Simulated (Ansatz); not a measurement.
Base system: TiO2 in the rutile structure (space group P4_2/mnm, No. 136; a = 4.643 Å, c = 2.964 Å). Axes: x, y, z lie along a, b, c of the conventional cell.

Level of theory: DFT with PBE, PAW potentials and a 420 eV plane-wave cutoff in Ansatz (a quantum-chemistry and plane-wave program), no spin-orbit coupling.

Base values:

```
Item                                  Result
---------------------  ---------------------
Band gap                             1.86 eV
Valence-band top at Γ  0.00, -0.43, -0.43 eV
```

Modification: biaxial strain +1.20 %, plane normal [001], relaxed out of plane (Cartesian); in-plane vectors clamped, the third vector and the atoms free.

What does the calculation give for the band gap, valence-band top at Γ and ratio −ε⊥/ε∥ after the change?

The band gap increases by 0.03 eV (1.86 eV → 1.89 eV); the valence-band top at Γ (three highest levels, from the VBM) goes from 0.00, -0.43, -0.43 eV to 0.00, -0.38, -0.38 eV; the ratio −ε⊥/ε∥ amounts to 0.59.

Whether these cells are dynamically stable was not tested. The final runs are not spin-polarised.
